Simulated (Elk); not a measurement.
Input and output of a self-consistent single point for LuB₂Ru₃ (P6/mmm, 6 atoms in the cell) (Elk).

Method of the run: LDA (PW92), all-electron FP-LAPW, Elk's shipped species files, default APW+lo basis (Elk 10.2.4).

The change in words: lattice scaled by 0.98. Reference geometry:
```
CELL_PARAMETERS angstrom
      5.43879     0.00000     0.00000
     -2.71940     4.71013     0.00000
      0.00000     0.00000     3.01059
ATOMIC_POSITIONS crystal
  Lu 0.00000 0.00000 0.00000
  B  0.66667 0.33333 0.00000
  B  0.33333 0.66667 0.00000
  Ru 0.50000 0.00000 0.50000
  Ru 0.50000 0.50000 0.50000
  Ru 0.00000 0.50000 0.50000
```

Reference input (self-consistent single point, DFT, LDA (PW92), all-electron FP-LAPW, Elk's shipped species files, default APW+lo basis): xctype = 3; rgkmax = 7; stype = 0; swidth = 0.00999582 Ha; ngridk = 6 6 9; rmtscf = 0.87. This run's input differs from it in these lines:

```diff
@@ -19,5 +19,5 @@
 avec
-   10.2778232157    0.0000000774    0.0000000000
-   -5.1389116749    8.9008559617    0.0000000000
-    0.0000000000    0.0000000000    5.6891905735
+   10.0722661260    0.0000001333    0.0000000000
+   -5.0361331784    8.7228382721    0.0000000000
+    0.0000000000    0.0000000000    5.5754063841
```

The program printed (abridged):

```
│ Self-consistent loop started │
│ Loop number : 1 │
 total energy                :     -28164.9808895
│ Loop number : 2 │
 total energy                :     -28167.1617991
RMS change in Kohn-Sham potential (target) :   0.3087894745     (  0.1000000000E-05)
Absolute change in total energy (target)   :    2.180909610     (  0.1000000000E-03)
│ Loop number : 3 │
 total energy                :     -28179.0659770
RMS change in Kohn-Sham potential (target) :   0.2350980677     (  0.1000000000E-05)
Absolute change in total energy (target)   :    12.44940533     (  0.1000000000E-03)
│ Loop number : 4 │
   [... lines left out ...]
Absolute change in total energy (target)   :   0.1319136500E-03 (  0.1000000000E-03)
│ Loop number : 16 │
 total energy                :     -28203.9750584
RMS change in Kohn-Sham potential (target) :   0.4884772453E-06 (  0.1000000000E-05)
Absolute change in total energy (target)   :   0.1625617806E-03 (  0.1000000000E-03)
│ Loop number : 17 │
 total energy                :     -28203.9750275
RMS change in Kohn-Sham potential (target) :   0.4439225953E-07 (  0.1000000000E-05)
Absolute change in total energy (target)   :   0.7145495329E-04 (  0.1000000000E-03)
Convergence targets achieved

│ Loop number : 18 │

Energies :
 Fermi                       :     0.456382950648
 total energy                :     -28203.9750253

Density of states at Fermi energy :    94.63849110
 (states/Hartree/unit cell)

Estimated indirect band gap :   0.1269141359E-02
 from k-point      5 to k-point     13
Estimated direct band gap   :   0.5670592305E-02
 at k-point      9

Charges :
 core                        :    134.0000000
 valence                     :    79.00000000
 interstitial                :    11.02730499
 muffin-tins (core leakage)
  species :    1 (Lu)
   atom    1                 :    68.67123622     (  0.9716072384E-05)
  species :    2 (B)
   atom    1                 :    3.493255663     (  0.3755271368E-03)
   atom    2                 :    3.493255663     (  0.3755271368E-03)
  species :    3 (Ru)
   atom    1                 :    42.10498249     (  0.7010761678E-06)
   atom    2                 :    42.10498249     (  0.7010761678E-06)
   atom    3                 :    42.10498249     (  0.7010761678E-06)
 total in muffin-tins        :    201.9726950
 total calculated charge     :    213.0068112
 total charge                :    213.0000000
 error                       :   0.6811218181E-02

│ Self-consistent loop stopped │
```

The run converged in 18 iterations. The count includes the last loop, which Elk runs after its targets are met. Against the reference run the total energy drops by 4.7 meV/atom.

The starting cell comes from a database of computed structures (which also holds hypothetical and non-ambient phases and stackings), without a prior relaxation at this level. For this run, on top of that: lattice scaled by 0.98. Spin-orbit coupling is off. Spin polarisation is off. Values depend on the basis (sphere radii, cutoffs, local orbitals), which need not be converged. The log's line on a gap gives a spacing of levels on this mesh, which the program prints for metals too.

Cost on one core of a shared machine: roughly 80 s.
